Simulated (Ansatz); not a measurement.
Take Se (space group P3_121, No. 152; a = 4.535 Å, c = 5.041 Å; made of chains) as the base.

(Cell as relaxed with PBE.)

Levels (all Ansatz, a quantum-chemistry and plane-wave program, PAW): PBE (420 eV, no spin-orbit coupling); r2SCAN (500 eV, spin-orbit coupling left out).

Each level relaxes its own structure.

| base | PBE | r2SCAN |
|---|---|---|
| volume per atom | 29.92 Å³ | 29.25 Å³ |
| lattice parameter a | 4.535 Å | 4.506 Å |
| band gap | 1.04 eV | 1.33 eV |

One thing is altered: cell and atoms relaxed at a pressure of 0.7 GPa.

```csv
quantity,PBE,r2SCAN
shift of the gap caused by the change,-0.25 eV,?
gap character,"indirect, L–H (40 % along) → H",?
lattice parameter a,4.301 Å,?
```

### Question
Given the PBE results, estimate those of r2SCAN.

### Answer

- shift of the gap caused by the change, r2SCAN: -0.16 eV
- gap character, r2SCAN: indirect, L → H
- lattice parameter a, r2SCAN: 4.357 Å

PBE's shift of the gap caused by the change lies 0.084 eV below r2SCAN's; they disagree on the gap character; PBE's lattice parameter a lies 0.0568 Å below r2SCAN's (1.3 %). Neither level is exact; r2SCAN is the comparison here, not a measurement.

Load acts through the strain it causes; cell and atoms are relaxed under it. Whether these cells are dynamically stable was not tested. No dispersion term is included, though the crystal is made of layers, chains or molecules, so its spacings can come out too wide.
